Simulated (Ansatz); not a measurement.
A working Ansatz (a program for electronic structure) input for K3Al (I4/mmm, 4 atoms in the cell) (DFT, PBEsol, plane waves, default PAW files made with PBE):

Ansatz 0.2 input:
```yaml
crystal:
  lattice:
    - [-2.883352, 2.883352, 5.534472]
    - [2.883352, -2.883352, 5.534472]
    - [2.883352, 2.883352, -5.534472]
  atoms:
    - { symbol: K, position: [0.750000, 0.250000, 0.500000] }
    - { symbol: K, position: [0.250000, 0.750000, 0.500000] }
    - { symbol: K, position: [0.500000, 0.500000, 0.000000] }
    - { symbol: Al, position: [0.000000, 0.000000, 0.000000] }
kpoints:
  mp_grid:
    grid: [8, 8, 8]
hamiltonian:
  xc: pbesol
  pseudopotentials:
    kind: paw
scf:
  occupations:
    method: fermi_dirac
    width: 0.136 eV
output:
  forces: true
  eigenvalues: true
  stress: true
```

The run converged in 7 iterations: free energy E − TS (on the zero of these files) -5071.4711 eV; Fermi level (on the code's own zero) 3.02 eV; pressure -0.28 GPa. Each of these slips is then made, one at a time:

(1)
```diff
-    width: 0.136 eV
+    width: 2.0 eV
```

(2)
```diff
-    method: fermi_dirac
+    method: mp
```

What happens in each case?


(1) A smearing width that is far too large. The run converged in 8 iterations without an error; against the sound input the free energy drops by 3.58 eV/atom and the pressure goes from -0.28 to 3.70 GPa.

(2) A value that the program does not know. The program stopped before any SCF iteration.
```
Error: YAML parse error: error: line 20 column 13: unknown occupation method `mp` (expected fermi_dirac | gaussian | methfessel_paxton | cold | fixed | tetrahedron | tetrahedron_uncorrected | explicit)
  --> <input>:20:13
   |
18 | scf:
19 |   occupations:
20 |     method: mp
   |             ^ unknown occupation method `mp` (expected fermi_dirac | [...]
```

The starting cell comes from a database of computed structures (which also holds hypothetical and non-ambient phases and stackings), without a prior relaxation at this level. Its lattice was rescaled by a random factor within 2.5 % of one. Ansatz's pressure includes its estimate of the finite-basis (Pulay) stress.

Left out of this page: 3 runs of the series outside the window shown, repeating another row's setting, or not comparable; 2 runs of the series stopped by limits of time or memory.
